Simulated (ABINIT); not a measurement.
Band structure of Tl3Ga (Fm-3m, 4 atoms in the cell).

```
CELL_PARAMETERS angstrom
      0.00000     3.87739     3.87739
      3.87739     0.00000     3.87739
      3.87739     3.87739     0.00000
ATOMIC_POSITIONS crystal
  Tl 0.25000 0.25000 0.25000
  Tl 0.75000 0.75000 0.75000
  Tl 0.50000 0.50000 0.50000
  Ga 0.00000 0.00000 0.00000
```

Computed with PBEsol, norm-conserving pseudopotentials (PseudoDojo nc-sr-04 PBEsol standard) (plane waves; ABINIT).

Settings: pseudos = [Tl.upf, Ga.upf]; ecut = 80 Ry; occopt = 3; tsmear = 0.00499791 Ha; ngkpt = 5 5 5; nshiftk = 1; shiftk = 0 0 0; potentials = PseudoDojo nc-sr-04 PBEsol standard; kptopt = 1; nstep = 100; tolvrs1 = 1e-11; ndtset = 2; getden2 = 1.

The starting cell comes from a database of computed structures (which also holds hypothetical and non-ambient phases and stackings), without a prior relaxation at this level. Spin-orbit coupling is off.

Levels in eV from the Fermi level, bands 23 to 30:
```tsv
point	23	24	25	26	27	28	29	30
Γ	-3.74	-1.42	0.82	0.82	0.82	0.85	0.85	0.85
X	-4.87	-4.46	-2.34	-2.34	3.59	3.74	4.52	4.52
W	-6.09	-5.49	0.17	0.17	0.19	0.19	4.82	4.82
K	-6.02	-4.40	-1.94	-0.14	1.73	1.77	3.47	3.81
L	-3.71	-3.57	-0.07	-0.07	-0.02	-0.02	2.59	2.77
U	-6.02	-4.40	-1.94	-0.14	1.73	1.77	3.47	3.81
```

Bands cross the Fermi level along this path, so the cell is metallic at this level.
